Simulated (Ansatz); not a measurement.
A self-consistent single point of SrCu9Ge4 (I4/mcm, 28 atoms in the cell) with Ansatz (a quantum-chemistry and plane-wave program).

Method of the run: LDA (PW92), default PAW files made with PBE (plane waves; Ansatz).

```
SrCu9Ge4
1.0
   -4.06452     4.06452     5.85089
    4.06452    -4.06452     5.85089
    4.06452     4.06452    -5.85089
Sr Ge Cu
2 8 18
Direct
  0.25000   0.25000   0.00000
  0.75000   0.75000   0.00000
  0.94154   0.44154   0.14294
  0.44154   0.29860   0.50000
  0.29860   0.79860   0.85706
  0.79860   0.94154   0.50000
  0.55846   0.70140   0.50000
  0.05846   0.55846   0.85706
  0.20140   0.05846   0.50000
  0.70140   0.20140   0.14294
  0.50000   0.00000   0.50000
  0.00000   0.50000   0.50000
  0.79649   0.29649   0.73624
  0.29649   0.56025   0.50000
  0.56025   0.06025   0.26376
  0.06025   0.79649   0.50000
  0.70351   0.43975   0.50000
  0.20351   0.70351   0.26376
  0.93975   0.20351   0.50000
  0.43975   0.93975   0.73624
  0.06190   0.20340   0.26530
  0.20340   0.93810   0.14150
  0.93810   0.79660   0.73470
  0.79660   0.06190   0.85850
  0.43810   0.70340   0.14150
  0.29660   0.43810   0.73470
  0.56190   0.29660   0.85850
  0.70340   0.56190   0.26530
```

Reference input (self-consistent single point, DFT, LDA (PW92), plane waves, default PAW files made with PBE): basis.ecutwfc = 420 eV; kpoints.mp_grid.grid = 3 3 3; hamiltonian.xc = lda; hamiltonian.pseudopotentials = {kind: paw} (the program's default PAW files); scf.occupations.method = fermi_dirac; scf.occupations.width = 0.05 eV. This run's input differs from it in these lines:

Ansatz 0.2 input:
```diff
@@ -42,3 +42,3 @@
 scf:
-  occupations: { method: fermi_dirac, width: 0.05 eV }
+  occupations: { method: gaussian, width: 0.2 eV }
 output:
```

Output (repeated stretches shortened):

```
SCF iter   1: F=—  HF=-158622.980805 eV  |F-HF|=—  |Δ(HF+E_count)|=         —  Δρ=1.54e-2  dr2=4.13e-1  ethr=1.77e-3  ⟨swp⟩=5.2  Hψ=6271  notcnv=0  defer=29
all-band conjugate gradients solve this SCF's bands
preconditioner: auto → Kerker (q_TF=auto, 2.823 Å⁻¹)
SCF iter   2: F=—  HF=-158622.882821 eV  |F-HF|=—  |Δ(HF+E_count)|=   9.80e-2  Δρ=2.54e-3  dr2=1.71e-2  ethr=8.71e-5  ⟨swp⟩=2.0  Hψ=2654  notcnv=0  defer=42
   [... lines left out ...]
SCF iter   7: F=—  HF=-158622.874722 eV  |F-HF|=—  |Δ(HF+E_count)|=   2.50e-6  Δρ=6.13e-5  dr2=2.89e-5  ethr=3.49e-8  ⟨swp⟩=2.0  Hψ=2793  notcnv=0  defer=42
SCF iter   8: F=—  HF=-158622.874581 eV  |F-HF|=—  |Δ(HF+E_count)|=   1.41e-4  Δρ=3.59e-5  dr2=1.27e-5  ethr=6.09e-9  ⟨swp⟩=2.0  Hψ=2793  notcnv=0  defer=42
SCF iter   9: F=—  HF=-158622.874577 eV  |F-HF|=—  |Δ(HF+E_count)|=   3.81e-6  Δρ=9.30e-6  dr2=5.31e-7  ethr=2.68e-9  ⟨swp⟩=2.0  Hψ=2459  notcnv=0  defer=42
SCF iter  10: F=-158622.874577 eV  HF=-158622.874578 eV  |F-HF|=5.70e-8  |Δ(HF+E_count)|=   1.82e-7  Δρ=3.96e-6  dr2=5.52e-8  ethr=2.11e-11  ⟨swp⟩=10.8  Hψ=8602  notcnv=0
SCF 1 converged in 10 iterations: F = -158622.874577 eV  dr2 = 5.52e-8
Free energy (F): -158622.874577 eV
Internal energy: -158622.719615 eV  (E = F + TS)
E sigma→0 (E₀):  -158622.797096 eV
Entropy (-TS):   -0.154962 eV (-5.534 meV/atom)
Fermi energy:    15.280759 eV
--- Forces (eV/Å), atoms counted from 1 ---
  atom   1  Sr    -0.00000000    -0.00000000     0.00000000
  atom   2  Sr    -0.00000000     0.00000000     0.00000000
  atom   3  Ge    -0.02499785    -0.02499785     0.25194320
  atom   4  Ge     0.02499785    -0.02499785     0.25194320
  atom   5  Ge     0.02499785     0.02499785     0.25194320
   [... 19 lines left out ...]
  atom  25  Cu    -0.01960427    -0.02388039    -0.00000000
  atom  26  Cu    -0.02388039     0.01960427     0.00000000
  atom  27  Cu     0.01960427     0.02388039     0.00000000
  atom  28  Cu     0.02388039    -0.01960427     0.00000000
--- Stress (GPa, compression-positive) ---
       -1.911364      -0.000000       0.000000
       -0.000000      -1.911364      -0.000000
        0.000000      -0.000000      -1.063850
  P = ⅓ Tr σ = -1.6289 GPa (-16.289 kbar)
  The stress holds the Pulay correction. Without it, at fixed plane waves, as pw.x and ABINIT print it: P = -1.7018 GPa
```

The run converged in 10 iterations. Against the reference run the free energy drops by 1.9 meV/atom, the pressure moves little (-1.67 to -1.63 GPa) and the largest force hardly changes (0.257 to 0.254 eV/Å).

The starting cell comes from a database of published, mostly measured structures (it also holds non-ambient and calculated ones), without a prior relaxation at this level. Its lattice was rescaled by a random factor within 2.5 % of one. Spin polarisation is off. Ansatz's pressure includes its estimate of the finite-basis (Pulay) stress.
